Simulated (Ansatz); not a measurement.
We consider NiAs-type NiSb, described by RPBE (plane waves, PAW; Ansatz, a first-principles code).

Run with plane-wave cutoff 520 eV, 18×18×12 k mesh (along the axes of the cell as run), Fermi–Dirac smearing 0.05 eV, no spin polarisation, scalar-relativistic PAW data made under PBE.

Computed at the level's own relaxed cell.

Problem. Give the computed pressure derivative B′ of the bulk modulus, equilibrium volume per atom and bulk modulus B0.

Solution. 
* **pressure derivative B′ of the bulk modulus**: 5.1
* **equilibrium volume per atom**: 18.11 Å³/atom
* **bulk modulus B0**: 102 GPa

The run finds no gap.

Note: the bulk modulus comes from volumes at which shape and atoms were relaxed.

Spin–orbit coupling is not included.

The computed numbers hold no vibrational or temperature effects.

Computing time: roughly 7 core-minutes.
